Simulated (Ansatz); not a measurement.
Consider the formation energy of O_i in Zr (hcp, P6₃/mmc). Reaction: 1/2 ZrO2 (P2₁/c) + 71/2 Zr (hcp) → cell A.

Cell A: a supercell of 36 sites of Zr (hcp, P6₃/mmc) with O off the lattice sites (6 Zr at 2.27 Å); spin state with PBE: run without spin, k-point mesh 5×5×4.
```xyz
37
Lattice="9.6918 0.0000 0.0000 -4.8459 8.3934 0.0000 0.0000 0.0000 10.3556" Properties=species:S:1:pos:R:3 pbc="T T T"
Zr     0.0030     0.0017    -0.0085
Zr     0.0030     1.8635     2.5974
Zr    -0.0050    -0.0029     5.1708
Zr    -0.0050     1.8681     7.7737
Zr    -1.6232     2.8023    -0.0102
Zr    -1.6196     4.6605     2.6028
Zr    -1.6201     2.8006     5.1849
Zr    -1.6123     4.6647     7.7690
Zr    -3.2306     5.5865    -0.0102
Zr    -3.2306     7.4642     2.5974
Zr    -3.2306     5.5900     5.1849
Zr    -3.2306     7.4550     7.7737
Zr     3.2276     0.0017    -0.0085
Zr     3.2276     1.8635     2.5974
Zr     3.2356    -0.0029     5.1708
Zr     3.2356     1.8681     7.7737
Zr     1.6153     2.7943    -0.0085
Zr     1.6153     4.6721     2.5991
Zr     1.6153     2.8036     5.1708
Zr     1.6153     4.6685     7.7597
Zr     0.0043     5.5980    -0.0139
Zr     0.0079     7.4562     2.5991
Zr    -0.0030     5.5939     5.1756
Zr     0.0048     7.4580     7.7597
Zr     6.4612    -0.0049    -0.0139
Zr     6.4612     1.8701     2.6028
Zr     6.4612     0.0034     5.1756
Zr     6.4612     1.8618     7.7690
Zr     4.8538     2.8023    -0.0102
Zr     4.8502     4.6605     2.6028
Zr     4.8507     2.8006     5.1849
Zr     4.8429     4.6647     7.7690
Zr     3.2263     5.5980    -0.0139
Zr     3.2227     7.4562     2.5991
Zr     3.2336     5.5939     5.1756
Zr     3.2258     7.4580     7.7597
O      1.6153     0.9326     1.2945
```

Reference: ZrO2 (P2₁/c), 12 atoms in the cell, k-point mesh 8×8×6 on the run's own vectors. Conventional cell: a = 5.1896 Å, b = 5.2421 Å, c = 5.3782 Å, α = γ = 90.00°, β = 99.68°.

Reference: Zr (hcp, P6₃/mmc), 36 atoms in the cell, a perfect crystal on lattice vectors that match the other cells', k-point mesh 5×5×4 on the run's own vectors.

Computed with Ansatz (plane waves, PAW), its default PAW set, cutoff 420 eV, 500 eV for r2SCAN. The structures are at rest with PBE, within the held lattices; other levels are single points on them. Neutral cells; Fermi-Dirac smearing of at most 0.10 eV in the solids, energies taken to zero width. The lattices are those relaxed with PBE, so at other levels the solids can be strained, which adds to the spread. Larger cells are relaxed from a start prepared with the learned potential CHGNet, on a coarser mesh till forces fall under 0.03 eV/Å, which some starts already meet. A dispersion term (D3(BJ), or D4 for r2SCAN) was computed beside these levels and is taken off wherever the name lacks it. No zero-point or thermal terms. Cells are local rest points, mostly with their start's symmetry. No correction for cell size. Mesh and cell size may move defect energies by 0.1 eV or more. Cell A has symmetry P-3m1 and got no random move, so less symmetric positions, which may lie lower, weren't tried.

Question: What value does r2SCAN give?

Answer: -0.41 eV, for 1/2 ZrO2 (P2₁/c) + 71/2 Zr (hcp) → cell A.

Question: How does the value move with the functional?

Answer: 
| Level | value (eV) | less r2SCAN |
|---|---|---|
| PBE | -0.34 | 0.07 |

The levels span 0.07 eV, from r2SCAN (-0.41) to PBE (-0.34).

Ansatz is a first-principles code.
